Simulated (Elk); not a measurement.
Elk run on LiIn (Fd-3m, 4 atoms in the cell): self-consistent single point.

Method of the run: LDA (PW92), all-electron FP-LAPW, Elk's shipped species files, default APW+lo basis run with Elk 10.2.4.

```xyz
4
Lattice="0.0000 3.4075 3.4075 3.4075 0.0000 3.4075 3.4075 3.4075 0.0000" Properties=species:S:1:pos:R:3 pbc="T T T"
Li     0.0000     0.0000     0.0000
Li     1.7037     1.7037     1.7037
In     3.4075     3.4075     3.4075
In     5.1112     5.1112     5.1112
```

Reference input (self-consistent single point, DFT, LDA (PW92), all-electron FP-LAPW, Elk's shipped species files, default APW+lo basis): xctype = 3; rgkmax = 7; stype = 1; swidth = 0.00999582 Ha; ngridk = 7 7 7. This run's input differs from it in these lines:

```diff
@@ -7,3 +7,3 @@
 rgkmax
-  7.0
+  5.86
```

Output (repeated stretches shortened):

```
│ Self-consistent loop started │
│ Loop number : 1 │
 total energy                :     -11765.1275427
│ Loop number : 2 │
 total energy                :     -11765.3561176
RMS change in Kohn-Sham potential (target) :   0.7691156078E-01 (  0.1000000000E-05)
Absolute change in total energy (target)   :   0.2285748797     (  0.1000000000E-03)
│ Loop number : 3 │
 total energy                :     -11767.6511037
RMS change in Kohn-Sham potential (target) :   0.5286651063E-01 (  0.1000000000E-05)
Absolute change in total energy (target)   :    2.352129867     (  0.1000000000E-03)
│ Loop number : 4 │
   [... lines left out ...]
Absolute change in total energy (target)   :   0.5833499654E-03 (  0.1000000000E-03)
│ Loop number : 14 │
 total energy                :     -11771.0294511
RMS change in Kohn-Sham potential (target) :   0.1066316026E-07 (  0.1000000000E-05)
Absolute change in total energy (target)   :   0.1475287881E-03 (  0.1000000000E-03)
│ Loop number : 15 │
 total energy                :     -11771.0294507
RMS change in Kohn-Sham potential (target) :   0.4701148546E-08 (  0.1000000000E-05)
Absolute change in total energy (target)   :   0.3653300701E-04 (  0.1000000000E-03)
Convergence targets achieved

│ Loop number : 16 │

Energies :
 Fermi                       :     0.178720933429
 total energy                :     -11771.0294507

Density of states at Fermi energy :    38.58157622
 (states/Hartree/unit cell)

Estimated indirect band gap :   0.3077900476E-02
 from k-point     16 to k-point     15
Estimated direct band gap   :   0.5130775883E-02
 at k-point     15

Charges :
 core                        :    60.00000000
 valence                     :    44.00000000
 interstitial                :    4.857072060
 muffin-tins (core leakage)
  species :    1 (Li)
   atom    1                 :    2.119678871     (   0.000000000    )
   atom    2                 :    2.119678871     (   0.000000000    )
  species :    2 (In)
   atom    1                 :    47.45178510     (  0.1326281691E-03)
   atom    2                 :    47.45178510     (  0.1326281691E-03)
 total in muffin-tins        :    99.14292794
 total calculated charge     :    103.9983901
 total charge                :    104.0000000
 error                       :   0.1609880936E-02

│ Self-consistent loop stopped │
```

The run converged in 16 iterations. The count includes the last loop, which Elk runs after its targets are met. Against the reference run the total energy goes up by 170 meV/atom.

The starting cell comes from a database of computed structures (which also holds hypothetical and non-ambient phases and stackings), without a prior relaxation at this level. Values depend on the basis (sphere radii, cutoffs, local orbitals), which need not be converged. The log's line on a gap gives a spacing of levels on this mesh, which the program prints for metals too.
